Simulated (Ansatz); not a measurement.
A self-consistent single point of CaMnO2 (Pmn2_1, 8 atoms in the cell) with Ansatz (a program for electronic structure).

Level of theory: PBEsol+U, PAW files made with PBE (plane waves; Ansatz).

```yaml
crystal:
  lattice:
    - [3.25144, 0.00000, 0.00000]
    - [0.00000, 6.46282, 0.00000]
    - [0.00000, 0.00000, 4.69014]
  atoms:
    - { symbol: Ca, position: [0.00000, 0.63537, 0.50089] }
    - { symbol: Ca, position: [0.50000, 0.36463, 0.00089] }
    - { symbol: Mn, position: [0.00000, 0.12200, 0.50479], spin: 4.0 }
    - { symbol: Mn, position: [0.50000, 0.87800, 0.00479], spin: 4.0 }
    - { symbol: O, position: [0.50000, 0.89368, 0.49422] }
    - { symbol: O, position: [0.00000, 0.10632, 0.99422] }
    - { symbol: O, position: [0.00000, 0.63590, 0.00009] }
    - { symbol: O, position: [0.50000, 0.36410, 0.50009] }
```
(The spins are starting values, not results.)

Reference input (self-consistent single point, DFT, PBEsol, plane waves, PAW files made with PBE): kpoints.mp_grid.grid = 5 3 3; hamiltonian.xc = pbesol; hamiltonian.pseudopotentials = {kind: paw} (the program's default PAW files); magnetization.spin_polarized = true; scf.occupations.method = fermi_dirac; scf.occupations.width = 0.01 eV. This run's input differs from it in these lines:

```diff
@@ -22,2 +22,6 @@
     kind: paw
+  hubbard:
+    sites:
+      - { species: Mn, l: d, u_eff: 3.0 }
+    projectors: ortho-atomic
 magnetization:
```

Output (repeated stretches shortened):

```
SCF iter   1: F=—  HF=-13577.573898 eV  |F-HF|=—  |Δ(HF+E_count)|=         —  Δρ=1.02e-1 (↑1.02e-1 ↓7.53e-2)  dr2=2.34e1  dr2_m=1.54e0  M=9.917 μB ∫|m|=9.917 μB  β_m=1.00  ethr=3.10e-3  ⟨swp⟩=8.4  Hψ=5297  notcnv=0  defer=1
all-band conjugate gradients solve this SCF's bands
preconditioner: auto → Kerker (q_TF=auto, 2.601 Å⁻¹)
spin=Collinear: Kerker preconditioning applied to the charge; magnetization (m = ρ↑ − ρ↓) channel mixes plain (no charge-response kernel on spin).
   [... lines left out ...]
SCF iter  11: F=—  HF=-13573.767870 eV  |F-HF|=—  |Δ(HF+E_count)|=   3.13e-7  Δρ=1.17e-5 (↑1.17e-5 ↓8.95e-6)  dr2=2.54e-7  dr2_m=1.19e-8  M=10.000 μB ∫|m|=10.001 μB  β_m=0.88  ethr=4.64e-9  ⟨swp⟩=2.5  Hψ=1861  notcnv=0  defer=94
SCF iter  12: F=-13573.767870 eV  HF=-13573.767870 eV  |F-HF|=2.23e-8  |Δ(HF+E_count)|=   4.86e-8  Δρ=3.25e-6 (↑3.25e-6 ↓2.99e-6)  dr2=2.43e-8  dr2_m=2.19e-9  M=10.000 μB ∫|m|=10.001 μB  ethr=1.35e-10  ⟨swp⟩=11.7  Hψ=5278  notcnv=0
SCF 1 converged in 12 iterations: F = -13573.767870 eV  dr2 = 2.43e-8
WARN: an SCF from antiferromagnetic starting moments (0.00, 0.00, -4.59, 4.59, 0.00, 0.00, 0.00, 0.00 Bohr magnetons, atom by atom) was not made, by what the …
Magnetization: 10.0000 μB (42.0000 up, 32.0000 down)
   [... lines left out ...]
Absolute magnetization: 10.0014 μB (∫|ρ↑−ρ↓|, with the PAW one-centre terms)
Free energy (F): -13573.767870 eV
Fermi energy:    11.264784 eV
   [... lines left out ...]
--- Stress (GPa, compression-positive) ---
       -0.800387       0.000000       0.000000
        0.000000      -1.263466       0.000000
        0.000000       0.000000      -1.266030
  P = ⅓ Tr σ = -1.1100 GPa (-11.100 kbar)
  The stress holds the Pulay correction. Without it, at fixed plane waves, as pw.x and ABINIT print it: P = -1.4390 GPa
Occupation matrices written to occupation_matrices
```

The run converged in 12 iterations. Against the reference run the pressure goes from -2.98 to -1.11 GPa, the largest force goes from 0.068 to 0.186 eV/Å, the gap on the mesh goes from 0.442 to 1.895 eV and the size of the net moment stays at 1.25 μB/atom.

The starting cell comes from a database of computed structures (which also holds hypothetical and non-ambient phases and stackings), without a prior relaxation at this level. The magnetic order is the one reached from the typed start; others were not searched systematically. With U or open f shells several self-consistent states can exist. The program warned that, by what it read of turns of the moments, another magnetic order lies lower. Ansatz's pressure includes its estimate of the finite-basis (Pulay) stress.

These are the values that this program gave, and no reference: magnets with a U can end in a higher state.

Keys are those of Ansatz 0.2.
